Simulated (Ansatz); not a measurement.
The starting structures come from a database of crystals and need not be the phases stable at ambient conditions.

 Where the default PAW files enter, the runs use the earlier of Ansatz's two default sets.

Tunnelling through a barrier is set by its complex band structure: the current falls as exp(−2κd) with the smallest κ.

Given:

```xyz
2
Lattice="3.0269 0.0000 0.0000 0.0000 3.0269 0.0000 1.5134 1.5134 2.1840" Properties=species:S:1:pos:R:3 pbc="T T T"
Al     0.0000     0.0000     0.0000
N      1.5134     3.0269     1.0920
```

Space group of this cell: I-4m2. The cell is strained (lengths across the current scaled by 0.98, ions clamped); by r2SCAN its mean pressure is 9.4 GPa.

Transport runs along the normal of the first two printed cell vectors, the (001) (indices of the unstrained crystal) plane of the conventional cell.

The gap is the functional's own, uncorrected, and κ follows it; spin-orbit coupling is left out. Mid-gap values are interpolated between the computed energies.

### Question
Give the band gap and the smallest decay constant κ at mid-gap that r2SCAN run with Ansatz (a quantum-chemistry and plane-wave program) yields.

### Answer
Gap 3.90 eV on a 14×14×14 mesh; κ = 0.322 1/Å, at the zone centre.
